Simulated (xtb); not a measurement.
xtb 6.7.1, GFN2-xTB: W(NMe)(S)(Me)(OSiH3) (C[N]=[W]([CH3])(=[S])[O][SiH3]), 16 atoms. The geometry is a generated start, not checked to be a minimum at this level.

```
Item                                                                                                            Value
------------------------  -------------------------------------------------------------------------------------------
method                                                                                                       GFN2-xTB
--acc                                                                                                     1 (default)
--etemp (K)                                                                                             300 (default)
detailed input (--input)  none: ANC optimiser, Lindh (1995) Hessian, microcycle=20, maxdispl=1.0, hlow=0.01 (default)
basis functions                                                                                                    55
valence electrons                                                                                                  44
```

```xyz
16

W     -0.2495     0.1797     0.5446
N     -1.0263    -1.1595    -0.3311
C     -1.6876    -2.3492    -0.7278
H     -2.3007    -2.1743    -1.6205
H     -0.9637    -3.1394    -0.9654
H     -2.3450    -2.7027     0.0806
S     -0.7883    -0.0040     2.6556
C     -1.4355     1.9315    -0.0573
H     -0.9085     2.8425     0.2951
H     -2.4406     1.9633     0.3964
H     -1.5848     2.0510    -1.1441
O      1.5990     0.5133     0.2990
Si     3.2139     0.5079     0.1730
H      3.7511     1.1233     1.3936
H      3.5301     1.3095    -1.0183
H      3.6365    -0.8928     0.0266
```

Charge 0 and multiplicity 1 are set for this test and not shown to be the ground state.

The structure is relaxed from this start with --opt LEVEL for the levels crude, sloppy, loose, lax, normal, tight, vtight, extreme, once each. Up to the end of the extreme run atoms move by at most 0.49 Å along an axis.

Question: Choose the cheapest level whose final energy lies within 5 meV of that of extreme.

Answer: normal: 16 cycles against 175, ending 1.4 meV above.

```
level    cycles  energy above the extreme run (meV)  gradient norm (eV/Å)
-------  ------  ----------------------------------  --------------------
crude         1                                 6.9                 0.091
sloppy        1                                 6.9                 0.091
loose         1                                 6.9                 0.091
lax           1                                 6.9                 0.091
normal       16                                 1.4                 0.029
tight        22                                0.87                0.0092
vtight       68                                0.24                0.0014
extreme     175                                   —               0.00099
```
